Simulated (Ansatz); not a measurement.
**Input and output of a self-consistent single point for NbTe2 (P4_2/mnm, 6 atoms in the cell) (Ansatz, a first-principles code)**

Level of theory: PBE (plane waves, PAW; Ansatz).

This input was run:

Ansatz 0.2 input:
```yaml
crystal:
  lattice:
    - [6.705256, 0.000000, 0.000000]
    - [0.000000, 6.705256, 0.000000]
    - [0.000000, 0.000000, 4.318219]
  atoms:
    - { symbol: Nb, position_ang: [0.000000, 0.000000, 0.000000] }
    - { symbol: Nb, position_ang: [3.352628, 3.352628, 2.159110] }
    - { symbol: Te, position_ang: [2.044835, 2.044835, 0.000000] }
    - { symbol: Te, position_ang: [5.397463, 1.307793, 2.159110] }
    - { symbol: Te, position_ang: [1.307793, 5.397463, 2.159110] }
    - { symbol: Te, position_ang: [4.660421, 4.660421, 0.000000] }
basis:
  ecutwfc: 420.0 eV
kpoints:
  mp_grid: { grid: [4, 4, 6] }
hamiltonian:
  xc: pbe
  pseudopotentials: { kind: paw }
scf:
  occupations: { method: cold, width: 0.136 eV }
output:
  forces: true
  eigenvalues: true
  stress: true
```

Output, abridged:

```
WARN ansatz: RAYON_NUM_THREADS=1 ignored (pool sized by the plan → 1); use --threads N
Pseudopotentials: kind: paw
Pseudopotential: Nb, paw, valence charge 13
Pseudopotential: Te, paw, valence charge 16
Crystal: 6 atoms, lattice volume = 194.149 Å³
Basis set: ecut = 420 eV, 3799 PW (Γ), exchange–correlation on 90×90×60 points (8 copies of the dense FFT grid, shifted against one another)
Bands: 54, of which v1, the nominal top of the filled ones, is band 45 counted from 1 (44 counted from 0)
Symmetry: 16 space group operations
Space group: P42/mnm (ITA 136), of the structure as read, at distance tolerance 5.8e-5 Å
k-points: 24 of 96
Initial density: superposition of atomic densities (neutral atoms: chi_scale 0, normalization atom), corrected by the library's trained network
Initial wavefunctions: pseudopotential atomic-orbital guess
Eigensolver: davidson
Functional: x = pbe(κ = 0.804, μ = 0.2195149727645171), c = pbe(β = 0.06672455060314922)
SCF iter   1: F=—  HF=-37025.017780 eV  |F-HF|=—  |Δ(HF+E_count)|=         —  Δρ=6.67e-3  dr2=1.72e-1  ethr=1.77e-3  ⟨swp⟩=6.7  Hψ=5007  notcnv=0
all-band conjugate gradients solve this SCF's bands
preconditioner: auto → LDOS
SCF iter   2: F=—  HF=-37025.005631 eV  |F-HF|=—  |Δ(HF+E_count)|=   1.21e-2  S|Δr|=    0.00e0  Δρ=4.20e-3  dr2=5.22e-2  ethr=1.91e-4  ⟨swp⟩=2.5  Hψ=2363  notcnv=0  defer=6
SCF iter   3: F=—  HF=-37024.996883 eV  |F-HF|=—  |Δ(HF+E_count)|=   8.75e-3  S|Δr|=    0.00e0  Δρ=3.98e-4  dr2=3.95e-4  ethr=5.80e-5  ⟨swp⟩=2.2  Hψ=1619  notcnv=0  defer=6
SCF iter   4: F=—  HF=-37024.996958 eV  |F-HF|=—  |Δ(HF+E_count)|=   7.52e-5  S|Δr|=    0.00e0  Δρ=9.93e-5  dr2=1.64e-5  ethr=4.39e-7  ⟨swp⟩=2.0  Hψ=1973  notcnv=0  defer=6
SCF iter   5: F=—  HF=-37024.996926 eV  |F-HF|=—  |Δ(HF+E_count)|=   3.20e-5  S|Δr|=    0.00e0  Δρ=3.76e-5  dr2=2.61e-6  ethr=1.82e-8  ⟨swp⟩=2.0  Hψ=2307  notcnv=0  defer=6
SCF iter   6: F=-37024.996926 eV  HF=-37024.996926 eV  |F-HF|=6.72e-8  |Δ(HF+E_count)|=   9.71e-8  S|Δr|=    0.00e0  Δρ=7.89e-6  dr2=7.42e-8  ethr=1.11e-10  ⟨swp⟩=9.7  Hψ=6766  notcnv=0
SCF 1 converged in 6 iterations: F = -37024.996926 eV  dr2 = 7.42e-8
SCF converged after 6 iterations
Stability not checked (fill_not_monotonic)
Free energy (F): -37024.996926 eV
Harris-Foulkes:  -37024.996926 eV  (|F-HF|=6.72e-8)
Internal energy: -37024.989995 eV  (E = F + TS)
E sigma→0 (E₀):  -37024.994616 eV
Entropy (-TS):   -0.006931 eV (-1.155 meV/atom)
Fermi energy:    8.900397 eV
Step filling:    the computed levels leave a gap of 0.0000 eV = 0.0 smearing widths
--- Per-component energies (eV) ---
  E_band       = -1426.482959
  E_kinetic    = 1497.600694
  E_local      = -7669.963188  (includes V_loc(G=0)·N_el)
  E_nonlocal   = -999.412005
  E_hartree    = 4158.269094
  E_xc         = -841.089582
  E_vxc        = -833.091226  (∫ρ·V_xc dr)
  E_paw        = -24798.358729  (= ΣΔE_a)
  E_vpaw       = -1738.146959  (= ΣTr[D̂ρ^β])
  E_aug_tail   = -0.000722  (compensation charges beyond the density's cutoff)
  E_ewald      = -8372.035556
  E_smearing   = -0.006931  (= −TS)
  E_closure    = -0.000000  (closes the sum)
  Σ components = -37024.996926   (vs F -37024.996926, Δ=0.00e0)
--- Forces (eV/Å), atoms counted from 1 ---
  atom   1  Nb     0.00000000    -0.00000000     0.00000000
  atom   2  Nb    -0.00000000    -0.00000000    -0.00000000
  atom   3  Te    -0.11146713    -0.11146713    -0.00000000
  atom   4  Te    -0.11146713     0.11146713    -0.00000000
  atom   5  Te     0.11146713    -0.11146713     0.00000000
  atom   6  Te     0.11146713     0.11146713     0.00000000
  max |Σ_I F_I| component: 1.39e-17 eV/Å
--- Stress (GPa, compression-positive) ---
       -2.084655       0.000000       0.000000
        0.000000      -2.084655       0.000000
        0.000000       0.000000      -8.518901
  P = ⅓ Tr σ = -4.2294 GPa (-42.294 kbar)
  The stress holds the Pulay correction. Without it, at fixed plane waves, as pw.x and ABINIT print it: P = -4.2506 GPa
--- Band table (eV; the first three rows and the last of 24) ---
  k-point 0: bands = ["-46.8456", "-46.8454", "-27.8688", "-27.8686", "-27.8671", "-27.8671", "-27.8533", "-27.8531", "-27.8531", "-27.8497", "-27.8436", "-27.8367", "-27.8336", "-27.8336", "-27.8314", "-27.8289", "-27.8289", "-27.8278", "-27.8195", [...]
  k-point 1: bands = ["-46.8455", "-46.8454", "-27.8693", "-27.8691", "-27.8670", "-27.8670", "-27.8531", "-27.8530", "-27.8530", "-27.8500", "-27.8414", "-27.8354", "-27.8342", "-27.8342", "-27.8313", "-27.8294", "-27.8294", "-27.8282", "-27.8191", [...]
  k-point 2: bands = ["-46.8453", "-46.8452", "-27.8703", "-27.8701", "-27.8667", "-27.8667", "-27.8530", "-27.8530", "-27.8524", "-27.8506", "-27.8368", "-27.8356", "-27.8356", "-27.8333", "-27.8307", "-27.8300", "-27.8300", "-27.8289", "-27.8184", [...]
  k-point 23: bands = ["-46.8451", "-46.8451", "-27.8705", "-27.8705", "-27.8665", "-27.8665", "-27.8534", "-27.8534", "-27.8517", "-27.8517", "-27.8359", "-27.8359", "-27.8333", "-27.8333", "-27.8304", "-27.8304", "-27.8297", "-27.8297", [...]
```

The run converged in 6 iterations.

The starting cell was generated: these elements placed on a structure prototype, without a prior relaxation; it need not be a known phase or ordering of this composition. Its lattice was rescaled by a random factor within 2.5 % of one. Spin-orbit coupling is off. Spin polarisation is off. With a pressure of about -4 GPa the cell is away from its equilibrium volume at this level. Ansatz's pressure includes its estimate of the finite-basis (Pulay) stress.
